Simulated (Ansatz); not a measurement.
**What pressure 18 GPa does to CoSn**

Start from CoSn (space group P6/mmm, No. 191; a = 5.294 Å, c = 4.235 Å; non-magnetic).

Modification: a hydrostatic pressure of 18 GPa.

The values are results of PBE (Ansatz, a first-principles code), without spin-orbit coupling, not measurements. k-mesh 10×10×11 (Γ-centred); smearing 0.05 eV (Fermi–Dirac).

| quantity | base | changed | shift |
|---|---|---|---|
| volume per atom | 17.13 Å³ | 15.37 Å³ | -1.76 Å³ |
| density | 8.61 g/cm³ | 9.60 g/cm³ | +0.99 g/cm³ |
| lattice parameter a | 5.294 Å | 5.107 Å | -0.187 Å |
| c/a ratio | 0.800 | 0.800 | 0.000 |
| shortest interatomic distance | 2.612 Å | 2.518 Å | -0.0933 Å |
| band gap | zero | zero | – |

Load acts through the strain it causes; cell and atoms are relaxed under it. No phonon test of stability was made. Competing high-pressure phases were not computed. Starting moments died away, wholly or in part, for the base; another magnetic solution may exist. The final runs are not spin-polarised.
